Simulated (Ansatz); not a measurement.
Worked example: relaxation of cell and atoms of Zr₃Au (Pm-3n, 8 atoms in the cell) in Ansatz (a quantum-chemistry and plane-wave program).

Level of theory: r2SCAN, default PAW files made with PBE (plane waves; Ansatz).

```
CELL_PARAMETERS angstrom
      5.59901     0.00000     0.00000
      0.00000     5.59901     0.00000
      0.00000     0.00000     5.59901
ATOMIC_POSITIONS crystal
  Au 0.00000 0.00000 0.00000
  Au 0.50000 0.50000 0.50000
  Zr 0.25000 0.00000 0.50000
  Zr 0.50000 0.75000 0.00000
  Zr 0.75000 0.00000 0.50000
  Zr 0.50000 0.25000 0.00000
  Zr 0.00000 0.50000 0.75000
  Zr 0.00000 0.50000 0.25000
```

Reference input (self-consistent single point, DFT, r2SCAN, plane waves, default PAW files made with PBE): basis.ecutwfc = 500 eV; kpoints.mp_grid.grid = 4 4 4; kpoints.mp_grid.shift = 0.5 0.5 0.5; hamiltonian.xc = r2scan; hamiltonian.pseudopotentials = {kind: paw} (the program's default PAW files); scf.occupations.method = gaussian; scf.occupations.width = 0.136 eV. This run's input differs from it in these lines:

```diff
@@ -29,2 +29,5 @@
     width: 0.136 eV
+relax:
+  cell:
+    p_target: "-2.0 GPa"
 output:
```

The program printed (abridged):

```
   [... SCF lines of the steps left out ...]
relax step   1: F+E_penalty+E_count = -51500.14473163 eV  Δ(F+E_penalty+E_count) = +0.000e0 eV  max|allowed force component| = 8.384e-18 eV/Å  Δτ_max = 0.0000 Å  P = -5.733 GPa  Ω = 175.523 Å³  (8 SCF iters, dr2 threshold 1.00e-7 eV, accepted)
relax step   2: F+E_penalty+E_count = -51500.15751767 eV  Δ(F+E_penalty+E_count) = -1.279e-2 eV  max|allowed force component| = 3.863e-17 eV/Å  Δτ_max = 0.0000 Å  P = +6.745 GPa  Ω = 158.920 Å³  energy of the carried Pulay correction = +8.814e-3 eV  [...]
   [... lines left out ...]
relax step   4: F+E_penalty+E_count = -51500.29317077 eV  Δ(F+E_penalty+E_count) = -8.762e-3 eV  max|allowed force component| = 5.788e-17 eV/Å  Δτ_max = 0.0000 Å  P = -2.008 GPa  Ω = 169.594 Å³  energy of the carried Pulay correction = +3.050e-3 eV  [...]
relax step   5: F+E_penalty+E_count = -51500.29023436 eV  Δ(F+E_penalty+E_count) = +2.936e-3 eV  max|allowed force component| = 5.193e-17 eV/Å  Δτ_max = 0.0000 Å  P = -2.014 GPa  Ω = 169.594 Å³  stress off target by 1.39e-2 GPa  SCF on the basis [...]
basis re-selected at this cell: Δ(F+E_penalty+E_count) = +2.936e-3 eV, ΔP = -0.006 GPa vs the last step
the relaxation is at rest under the 48 symmetry operations that the run kept from its start: a minimum is not shown …
Free energy (F): -51500.290234 eV
Internal energy: -51500.242370 eV  (E = F + TS)
E sigma→0 (E₀):  -51500.266302 eV
Entropy (-TS):   -0.047865 eV (-5.983 meV/atom)
Fermi energy:    15.492265 eV
--- Forces (eV/Å), atoms counted from 1 ---
  atom   1  Au     0.00000000    -0.00000000     0.00000000
   [... zero for the other atoms too ...]
   [... lines left out ...]
  cell:  # Å, volume = 169.5943 Å³
   [... lines left out ...]
    - { symbol: Zr, position: [0.7499999999999999, 1.4242787255998734e-35, 0.49999999999999994] }
    - { symbol: Zr, position: [0.49999999999999994, 0.24999999999999997, 1.7915455667923109e-37] }
    - { symbol: Zr, position: [-1.8195384662734313e-36, 0.49999999999999994, 0.7499999999999999] }
    - { symbol: Zr, position: [-1.8195384662734233e-36, 0.49999999999999994, 0.24999999999999997] }
```

The run converged. 

Summary of the result:
Free energy E − TS (on the zero of these files): -51500.2902 eV
Fermi level (on the code's own zero): 15.49 eV
Pressure: -2.01 GPa
Final cell: a = 5.535 Å, b = 5.535 Å, c = 5.535 Å, α = 90.00°, β = 90.00°, γ = 90.00°
Final volume per atom: 21.20 Å³
Relaxation steps: 5

The starting cell comes from a database of published, mostly measured structures (it also holds non-ambient and calculated ones), without a prior relaxation at this level. Its lattice was rescaled by a random factor within 2.5 % of one. The relaxation keeps the symmetry of its start, so its end need not be a minimum. Ansatz's pressure includes its estimate of the finite-basis (Pulay) stress.

Cost on one core of a shared machine: roughly 40 s.

Keys are those of Ansatz 0.2.
